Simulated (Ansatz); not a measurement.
SiC under a change: isotropic strain −1.80 %

Consider SiC in the wurtzite structure (space group P6_3mc, No. 186; a = 3.056 Å, c = 5.016 Å).

It is then changed as follows: every lattice vector is shortened by 1.80 %; the atoms relax in the strained cell.

Computed with Ansatz (a quantum-chemistry and plane-wave program), LDA, PAW, cutoff 420 eV, no SOC. k-mesh 12×12×7 (Γ-centred); smearing 0.05 eV (Fermi–Dirac).

The volume per atom shrinks by 0.538 Å³ (10.14 Å³ → 9.61 Å³) and the space group remains P6_3mc (No. 186). The shortest interatomic distance falls by 3.35 pm (187.1 pm → 183.8 pm) and the energy grows by 22 meV/atom. The band gap decreases by 0.10 eV to 2.03 eV and the gap character stays indirect, Γ → K. The smallest direct gap increases by 0.11 eV, from 3.92 eV to 4.03 eV and the mean gap deformation potential ΔEg/Δln V is +1.9 eV. The width of the top valence band grows by 0.13 eV (3.95 eV → 4.08 eV) and the electron mass goes from 0.26 mₑ along c, 0.43 mₑ across (at K) to 0.25 mₑ along c, 0.41 mₑ across (at K). The valence-band top at Γ (three highest levels, from the VBM) goes from 0.00, 0.00, -0.11 eV to 0.00, 0.00, -0.12 eV and the valley order (the lowest conduction-band minima on the path, energy above the VBM, named in the base's zone) is K (1/3, 1/3, 0) 2.03 eV; M (1/2, 0, 0) 2.81 eV.

Final structure:

```
CELL_PARAMETERS angstrom
      3.00138     0.00000     0.00000
     -1.50069     2.59927     0.00000
      0.00000     0.00000     4.92554
ATOMIC_POSITIONS crystal
  Si 0.33333 0.66667 0.99964
  Si 0.66667 0.33333 0.49964
  C  0.33333 0.66667 0.37536
  C  0.66667 0.33333 0.87536
```

Masses are band curvatures over ±0.01 Å⁻¹ around the edge. Whether these cells are dynamically stable was not tested.
